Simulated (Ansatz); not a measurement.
Consider NbN in the rock salt structure (space group Fm-3m, No. 225; a = 4.422 Å; relaxed with 0.1 eV smearing).

All numbers come from PBE (Ansatz, an electronic-structure program), no spin-orbit coupling.

Base values:

- Pressure = 0.0 GPa
- Band gap = zero

It is then changed as follows: an isotropic linear strain of +1.58 %; the atoms relax in the strained cell.

Question: How does this affect the energy relative to the base?

Answer: The energy grows by 22 meV/atom.

Question: Estimate the effect on the pressure.

Answer: The pressure goes from zero to -13.0 GPa.

Question: What does the calculation give for the band gap after the change?

Answer: The band gap is still zero.

Whether these cells are dynamically stable was not tested. All final runs are without spin polarisation.
